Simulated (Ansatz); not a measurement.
System: N vacancy in wurtzite AlN strained by +1.5 % along x and y, z held (charge state +1). Method: PBE, PAW (plane waves to 420 eV; Ansatz, a quantum-chemistry and plane-wave program).

Cell of 72 host sites held at the strained lattice (strain from the relaxed PBE one, atoms relaxed); a 2×2×2 k-point mesh shifted by half a step along c; Fermi-Dirac width 0.01 eV, spin-restricted; finite-size errors left in. Energies are static. The charge state is imposed; whether it is stable for some Fermi level was not computed. Forms of the defect that were not tried may lie lower.

The step: one N atom jumps into the vacancy from a nearby N site. Atoms about the jump, Cartesian Å from the middle of the jump, before and after:

```tsv
atom	x0	y0	z0	x1	y1	z1
N1	0.79	-1.37	0.00	-0.79	1.37	0.00
Al2	-0.80	-0.53	0.60	-0.86	-0.43	0.60
Al3	0.85	2.32	0.60	0.79	2.30	0.59
Al4	2.38	-0.46	0.59	2.44	-0.43	0.60
Al5	-0.80	1.37	-2.02	-0.80	1.38	-1.93
Al6	0.80	-1.38	-1.93	0.79	-1.38	-2.02
N7	2.38	1.37	0.00	2.37	1.37	0.00
N8	-0.80	-0.46	-2.49	-0.80	-0.46	-2.49
Al9	2.39	1.37	-1.93	2.38	1.38	-1.93
N10	-0.80	-0.45	2.50	-0.79	-0.46	2.50
N11	0.79	2.29	-2.49	0.79	2.29	-2.51
N12	2.38	-0.46	-2.51	2.38	-0.46	-2.49
```

Task: Give the saddle-point geometry and the barrier.

Result: 
```tsv
atom	x	y	z
N1	0.33	0.20	-0.22
Al2	-0.99	-0.56	0.72
Al3	0.88	2.17	0.54
Al4	2.32	-0.31	0.54
Al5	-0.70	1.28	-1.92
Al6	0.75	-1.24	-1.92
N7	2.57	1.49	-0.02
N8	-0.87	-0.49	-2.59
Al9	2.44	1.42	-1.93
N10	-0.86	-0.49	2.56
N11	0.82	2.28	-2.50
N12	2.38	-0.42	-2.50
```
It lies 4.26 eV above the start and 4.26 eV above the end. The saddle point's order was not checked, and it lies on a symmetry element of the cell, where a band can be held.
